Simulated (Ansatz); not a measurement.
The reference is Al in the fcc (Cu type) structure (space group Fm-3m, No. 225; relaxed with 0.1 eV smearing).

```xyz
1
Lattice="0.0000 2.0077 2.0077 2.0077 0.0000 2.0077 2.0077 2.0077 0.0000" Properties=species:S:1:pos:R:3 pbc="T T T"
Al     0.0000     0.0000     0.0000
```

Cartesian axes are those of the cell as printed.

Method: PBEsol (Ansatz, an electronic-structure program, PAW, without spin-orbit coupling).

For the base:

| Property | Result |
|---|---|
| Shortest interatomic distance | 2.839 Å |

Perturbation: uniaxial strain ε_zz = −2.00 %, all other strain components held at zero; the atoms relax in the strained cell.

Q: Estimate the effect on the stress, energy relative to the base and shortest interatomic distance.

A: The stress (xx, yy, zz, yz, xz, xy; compression positive) amounts to (1.4, 1.4, 2.5, 0.0, 0.0, 0.0) GPa; the energy grows by 2.4 meV/atom; the shortest interatomic distance decreases by 0.028 Å (2.839 Å → 2.811 Å).

No phonon test of stability was made.
